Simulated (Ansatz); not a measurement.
Results of PBE (Ansatz, an electronic-structure program, PAW) for LaBeNO (model structure, started from the LaZnOP type, P4/nmm, No. 129, 8 atoms in the cell).

Output (set-up and result lines):

```
Relaxation: its limit of steps is 80 (relax.max_steps)
Crystal: 8 atoms, lattice volume = 104.131 Å³
Basis set: ecut = 520 eV, 2805 PW (Γ), exchange–correlation on 54×54×120 points (8 copies of the dense FFT grid, shifted against one another)
Bands: 32, of which v1, the nominal top of the filled ones, is band 24 counted from 1 (23 counted from 0)
Symmetry: 16 space group operations
Space group: P4/nmm (ITA 129), of the structure as read, at distance tolerance 4.7e-5 Å
k-points: 63 of 400
Functional: x = pbe(κ = 0.804, μ = 0.2195149727645171), c = pbe(β = 0.06672455060314922)
SCF iter   1: F=—  HF=-14597.201479 eV  |F-HF|=—  |Δ(HF+E_count)|=         —  Δρ=6.09e-3  dr2=5.83e-2
SCF iter   2: F=—  HF=-14597.191962 eV  |F-HF|=—  |Δ(HF+E_count)|=   9.52e-3  Δρ=3.15e-3  dr2=8.22e-3
  ...
SCF 1 converged in 8 iterations: F = -14597.190674 eV  dr2 = 8.10e-8
Crystal: 8 atoms, lattice volume = 104.131 Å³
Basis set: ecut = 520 eV, 2821 PW (Γ), exchange–correlation on 54×54×120 points (8 copies of the dense FFT grid, shifted against one another)
Initial density: handed on by an earlier stage of this run
  ...
SCF 3 converged in 10 iterations: F = -14597.195093 eV  dr2 = 4.71e-13
Crystal: 8 atoms, lattice volume = 104.131 Å³
SCF 4 converged in 4 iterations: F = -14597.195127 eV  dr2 = 7.13e-9
Crystal: 8 atoms, lattice volume = 104.131 Å³
SCF 5 converged in 5 iterations: F = -14597.195133 eV  dr2 = 1.75e-9
Crystal: 8 atoms, lattice volume = 104.131 Å³
SCF iter   5: F=—  HF=-14597.195133 eV  |F-HF|=—  |Δ(HF+E_count)|=  3.82e-11  Δρ=2.74e-7  dr2=5.30e-11
SCF iter   6: F=-14597.195133 eV  HF=-14597.195133 eV  |F-HF|=1.09e-11  |Δ(HF+E_count)|=  3.64e-12  Δρ=6.98e-8  dr2=4.09e-12
SCF 6 converged in 6 iterations: F = -14597.195133 eV  dr2 = 4.09e-12
SCF converged after 6 iterations
Free energy (F): -14597.195133 eV
Internal energy: -14597.195133 eV  (E = F + TS)
E sigma→0 (E₀):  -14597.195133 eV
Fermi energy:    11.135266 eV
--- Forces (eV/Å), atoms counted from 1 ---
  atom   1  La     0.00000000     0.00000000    -0.00050544
  atom   2  La     0.00000000     0.00000000     0.00050544
  atom   3  Be     0.00000000     0.00000000     0.00000000
  atom   4  Be     0.00000000     0.00000000     0.00000000
  atom   5  N      0.00000000     0.00000000     0.00073874
  atom   6  N      0.00000000     0.00000000    -0.00073874
  atom   7  O      0.00000000     0.00000000    -0.00000000
  atom   8  O      0.00000000     0.00000000     0.00000000
--- Stress (GPa, compression-positive) ---
       -2.059479       0.000000       0.000000
        0.000000      -2.059479       0.000000
        0.000000       0.000000      -2.045657
  P = ⅓ Tr σ = -2.0549 GPa (-20.549 kbar)
```

Write an input file that could have produced this run (the log leaves some choices open).

One answer among several that fit: 
Ansatz 0.2 input:
```yaml
crystal:
  lattice:
    - [3.6276952449, 0.0, 0.0]
    - [0.0, 3.6276952449, 0.0]
    - [0.0, 0.0, 7.9125676381]
  atoms:
    - { symbol: La, position: [0.0, 0.5, 0.8206718577] }
    - { symbol: La, position: [0.5, 0.0, 0.1793281423] }
    - { symbol: Be, position: [0.0, 0.0, 0.5] }
    - { symbol: Be, position: [0.5, 0.5, 0.5] }
    - { symbol: N, position: [0.5, 0.0, 0.5842299859] }
    - { symbol: N, position: [0.0, 0.5, 0.4157700141] }
    - { symbol: O, position: [0.5, 0.5, 0.0] }
    - { symbol: O, position: [0.0, 0.0, 0.0] }
basis:
  ecutwfc: 520
  ecutrho_ratio: 4
  xc_grid: 2
kpoints:
  mp_grid: { grid: [10, 10, 4] }
hamiltonian:
  xc: pbe
  dispersion: none
  pseudopotentials: { kind: paw }
scf:
  occupations: { method: fermi_dirac, width: 0.01 }
output:
  forces: true
  stress: true
  eigenvalues: true
relax:
  f_tol: 0.004
  escape_saddle: false
  max_steps: 80
  cell: { stress_tol: 0.02, fix: [volume] }
```

The cell is one volume of an energy–volume scan, off the minimum.

Note: the relaxation could raise the start's symmetry but not lower it, so the cell can be a saddle point.

A model structure was made by putting elements into a prototype or built by hand; it is no filed structure, need not be a known phase, and can be a saddle point held by its symmetry.
